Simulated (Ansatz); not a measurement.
Results of PBEsol in Ansatz (plane waves, PAW) for MgGaNO (model structure, started from the AlSiCN type, P3m1, No. 156, 4 atoms in the cell).

Input file:

Ansatz 0.2 input:
```yaml
crystal:
  lattice:
    - [3.2566376976, 0.0, 0.0]
    - [-1.6283188488, 2.820330977, 0.0]
    - [0.0, 0.0, 5.1976605905]
  atoms:
    - { symbol: Ga, position: [0.3333333333, 0.6666666667, 0.5067961262] }
    - { symbol: Mg, position: [0.6666666667, 0.3333333333, 1.0092971805] }
    - { symbol: O, position: [0.3333333333, 0.6666666667, 0.1287373639] }
    - { symbol: N, position: [0.6666666667, 0.3333333333, 0.6051593295] }
basis:
  ecutwfc: 520
  ecutrho_ratio: 4
  xc_grid: 2
kpoints:
  mp_grid: { grid: [12, 12, 6] }
hamiltonian:
  xc: pbesol
  dispersion: none
  pseudopotentials: { kind: paw }
scf:
  occupations: { method: fermi_dirac, width: 0.01 }
output:
  forces: true
  stress: true
  eigenvalues: true
relax:
  f_tol: 0.004
  escape_saddle: false
  max_steps: 80
  cell: { stress_tol: 0.02, fix: [volume] }
```

The run printed, among other lines:

```
Relaxation: its limit of steps is 80 (relax.max_steps)
Crystal: 4 atoms, lattice volume = 47.739 Å³
Basis set: ecut = 520 eV, 1279 PW (Γ), exchange–correlation on 50×50×80 points (8 copies of the dense FFT grid, shifted against one another)
Bands: 21, of which v1, the nominal top of the filled ones, is band 17 counted from 1 (16 counted from 0)
Symmetry: 6 space group operations
Space group: P3m1 (ITA 156), of the structure as read, at distance tolerance 3.6e-5 Å
k-points: 100 of 864 (time reversal used)
Functional: x = pbesol(κ = 0.804, μ = 0.12345679012345678), c = pbesol(β = 0.046)
SCF iter   1: F=—  HF=-6598.275130 eV  |F-HF|=—  |Δ(HF+E_count)|=         —  Δρ=1.31e-2  dr2=7.72e-2
SCF iter   2: F=—  HF=-6598.253778 eV  |F-HF|=—  |Δ(HF+E_count)|=   2.14e-2  Δρ=2.18e-3  dr2=1.25e-3
  ...
SCF 1 converged in 7 iterations: F = -6598.253563 eV  dr2 = 1.40e-8
Crystal: 4 atoms, lattice volume = 47.739 Å³
Initial density: handed on by an earlier stage of this run
SCF 2 converged in 4 iterations: F = -6598.253815 eV  dr2 = 1.55e-7
Crystal: 4 atoms, lattice volume = 47.739 Å³
SCF 3 converged in 5 iterations: F = -6598.253876 eV  dr2 = 2.36e-8
Crystal: 4 atoms, lattice volume = 47.739 Å³
SCF 4 converged in 4 iterations: F = -6598.253877 eV  dr2 = 1.72e-9
Crystal: 4 atoms, lattice volume = 47.739 Å³
SCF iter   5: F=—  HF=-6598.253878 eV  |F-HF|=—  |Δ(HF+E_count)|=  1.11e-10  Δρ=2.84e-7  dr2=2.30e-11
SCF iter   6: F=-6598.253878 eV  HF=-6598.253878 eV  |F-HF|=2.73e-12  |Δ(HF+E_count)|=  1.46e-10  Δρ=9.95e-8  dr2=3.78e-12
SCF 5 converged in 6 iterations: F = -6598.253878 eV  dr2 = 3.78e-12
SCF converged after 6 iterations
Free energy (F): -6598.253878 eV
Internal energy: -6598.253878 eV  (E = F + TS)
E sigma→0 (E₀):  -6598.253878 eV
Fermi energy:    8.307694 eV
--- Forces (eV/Å), atoms counted from 1 ---
  atom   1  Ga     0.00000000     0.00000000    -0.00145273
  atom   2  Mg     0.00000000    -0.00000000    -0.00235245
  atom   3  O     -0.00000000    -0.00000000     0.00203103
  atom   4  N     -0.00000000    -0.00000000     0.00177506
--- Stress (GPa, compression-positive) ---
       -2.774907       0.000000      -0.000000
        0.000000      -2.774907      -0.000000
       -0.000000      -0.000000      -2.795158
  P = ⅓ Tr σ = -2.7817 GPa (-27.817 kbar)
```

The cell is one volume of an energy–volume scan, off the minimum.

The PAW data were made under PBE.

Note: the relaxation could raise the start's symmetry but not lower it, so the cell can be a saddle point.

A model structure was made by putting elements into a prototype or built by hand; it is no filed structure, need not be a known phase, and can be a saddle point held by its symmetry.

Ansatz is an electronic-structure program.
